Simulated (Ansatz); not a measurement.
The parent structure is CuAu (space group P4/mmm, No. 123; a = 2.8129 Å, c = 3.5930 Å; relaxed with 0.1 eV smearing). Axes: x, y, z lie along a, b, c of the conventional cell.

Method: PBEsol (Ansatz, a program for electronic structure, PAW, scalar-relativistic without spin-orbit coupling).

One thing is altered: the cell is compressed by 1.00 % along x with no lateral relaxation, atoms relaxed at fixed cell.

What happens to the energy relative to the base?

The energy grows by 1.0 meV/atom.

Estimate the effect on the stress.

The stress (xx, yy, zz, yz, xz, xy; compression positive) amounts to (2.3, 1.5, 1.6, 0.0, 0.0, 0.0) GPa.

The cells carry an imposed strain or load. No phonon test of stability was made. The final runs are not spin-polarised.
